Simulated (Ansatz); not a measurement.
Al, response to strain

The parent structure is Al (space group P6_3/mmc, No. 194; a = 2.836 Å, c = 9.329 Å; a cell from a computed database, its experimental status unchecked; relaxed with 0.1 eV smearing). Axes: x lies along a and z along c of the hexagonal cell.

Strains are applied to the cell and any free atomic positions relax; under biaxial strain the out-of-plane vector relaxes too; under stress the whole cell relaxes.

Method: DFT with PBEsol, PAW potentials and a 420 eV plane-wave cutoff in Ansatz (a program for electronic structure), without spin-orbit coupling.

Notes on the quantities. pressure: mean of the normal stresses, compression positive.

| case | pressure | volume per atom |
|---|---|---|
| base | 0.0 GPa | 16.25 Å³ |
| biaxial strain −4.17 %, plane normal [001], relaxed out of plane | 5.5 GPa | 15.46 Å³ |
| biaxial strain −0.36 %, plane normal [001], relaxed out of plane | 0.3 GPa | 16.19 Å³ |
| isotropic strain −3.39 % | 10.6 GPa | 14.65 Å³ |
| uniaxial strain ε_yy = −1.35 % | 1.2 GPa | 16.03 Å³ |
| uniaxial strain ε_zz = −1.52 % | ? | 16.00 Å³ |
| uniaxial stress, 3 GPa tension along x | – | 16.50 Å³ |

**Question.** Some entries are withheld; estimate them.

**Answer.** 
- uniaxial strain ε_zz = −1.52 %, pressure: 1.3 GPa

Beyond what the load breaks, stability against distortions was not tested. This is not the structure that Al has at room temperature and ambient pressure.
